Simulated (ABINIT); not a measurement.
A self-consistent single point of HfPd (Pm-3m, 2 atoms in the cell) with ABINIT.

Computed with LDA (PW92), PAW (JTH v2.0 LDA PAW) (plane waves; ABINIT).

```xyz
2
Lattice="3.3056 0.0000 0.0000 0.0000 3.3056 0.0000 0.0000 0.0000 3.3056" Properties=species:S:1:pos:R:3 pbc="T T T"
Hf     0.0000     0.0000     0.0000
Pd     1.6528     1.6528     1.6528
```

Reference input (self-consistent single point, DFT, PBEsol, plane waves, PAW (JTH v2.0 PBE PAW, files made for PBE)): pseudos = [Hf.GGA_PBE-JTH.xml, Pd.GGA_PBE-JTH.xml]; ecut = 24 Ha; pawecutdg = 48 Ha; pawxcdev = 0; ixc = -116133; occopt = 7; tsmear = 0.2 eV; ngkpt = 10 10 10; nshiftk = 1; shiftk = 0 0 0; potentials = JTH v2.0 PBE PAW; nband = 21. This run's input differs from it in these lines:

```diff
@@ -1,4 +1,4 @@
-# HfPd, JTH v2.0 PBE PAW
+# HfPd, JTH v2.0 LDA PAW
 pp_dirpath "./"
-pseudos "Hf.GGA_PBE-JTH.xml, Pd.GGA_PBE-JTH.xml"
+pseudos "Hf.LDA_PW-JTH.xml, Pd.LDA_PW-JTH.xml"
 acell 6.2466408830 6.2466408830 6.2466408830
@@ -18,3 +18,2 @@
 pawxcdev 0
-ixc -116133
 occopt 7
```

Its files differ too (potentials: JTH v2.0 PBE PAW → JTH v2.0 LDA PAW).

The program printed (abridged):

```
--- !BeginCycle
solver: {iscf: 17, nstep: 60, nline: 4, wfoptalg: 10, }
tolerances: {tolvrs: 1.00E-12, }
...

     iter   Etot(hartree)      deltaE(h)  residm     nres2
 ETOT  1  -170.69246880660    -1.707E+02 6.533E+01 1.203E+02
 ETOT  2  -180.09818081918    -9.406E+00 2.369E-01 1.064E+02
 ETOT  3  -179.48047043838     6.177E-01 1.394E-01 2.237E+01
 ETOT  4  -179.45277660833     2.769E-02 1.012E-01 1.316E+01
 ETOT  5  -179.44920436379     3.572E-03 3.033E-02 1.000E+01
   [... 27 lines left out ...]
 ETOT 33  -179.40478269180    -9.379E-13 2.323E-04 1.316E-10
 ETOT 34  -179.40478269180    -2.274E-13 1.950E-04 2.266E-11
 ETOT 35  -179.40478269180     1.819E-12 2.220E-04 2.898E-12
 ETOT 36  -179.40478269180    -2.046E-12 1.842E-04 8.868E-13
 At SCF step   36       nres2   =  8.87E-13 < tolvrs=  1.00E-12 =>converged.

 Cartesian components of stress tensor (hartree/bohr^3)
  sigma(1 1)=  2.86815757E-04  sigma(3 2)=  0.00000000E+00
  sigma(2 2)=  2.86815757E-04  sigma(3 1)=  0.00000000E+00
  sigma(3 3)=  2.86815757E-04  sigma(2 1)=  0.00000000E+00

 ----iterations are completed or convergence reached----

 reduced coordinates (array xred) for    2 atoms
       0.000000000000      0.000000000000      0.000000000000
       0.500000000000      0.500000000000      0.500000000000
 cartesian forces (eV/Angstrom) at end:
    1     -0.00000000000000    -0.00000000000000    -0.00000000000000
    2     -0.00000000000000    -0.00000000000000    -0.00000000000000
 frms,max,avg= 0.0000000E+00 0.0000000E+00   0.000E+00  0.000E+00  0.000E+00 e/A
   [... lines left out ...]
 Fermi (or HOMO) energy (hartree) =   0.16238   Average Vxc (hartree)=  -0.44970
   [... lines left out ...]
'-kT*entropy'       : -1.21819111984525E-03
total_energy        : -1.79404783541781E+02
total_energy_eV     : -4.88185243127561E+03
...

-Cartesian components of stress tensor (GPa)         [Pressure= -8.4384E+00 GPa]
- sigma(1 1)=  8.43840948E+00  sigma(3 2)=  0.00000000E+00
- sigma(2 2)=  8.43840948E+00  sigma(3 1)=  0.00000000E+00
- sigma(3 3)=  8.43840948E+00  sigma(2 1)=  0.00000000E+00

 Calculation completed.
```

The run converged in 36 iterations. Against the reference run the pressure goes from -3.71 to -8.44 GPa.

The starting cell comes from a database of computed structures (which also holds hypothetical and non-ambient phases and stackings), without a prior relaxation at this level. Spin polarisation is off. With a pressure of about -8 GPa the cell is away from its equilibrium volume at this level.

Cost on one core of a shared machine: roughly 90 s.
